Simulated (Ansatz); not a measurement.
Here is the system:

```
InP
1.0
    0.00000     2.97173     2.97173
    2.97173     0.00000     2.97173
    2.97173     2.97173     0.00000
In P
1 1
Direct
  0.00000   0.00000   0.00000
  0.25000   0.25000   0.25000
```

No spin polarisation.

Level of theory: LDA in Ansatz (plane waves to 420 eV, PAW, no spin-orbit coupling). Γ-centred 10×10×10 mesh, Fermi–Dirac width 0.05 eV.

Question: Predict the gap character and pressure.

Answer: The gap character comes out as direct at Γ and the pressure comes out as -3.68 GPa.

The cells carry an imposed strain or load. Whether these cells are dynamically stable was not tested. The cell was made from InP in the zinc blende structure (space group F-43m, No. 216) by this change: isotropic strain +2.00 %. The zero or small gap of InP under isotropic strain +2.00 % can change with the level of theory.

Ansatz is a quantum-chemistry and plane-wave program.
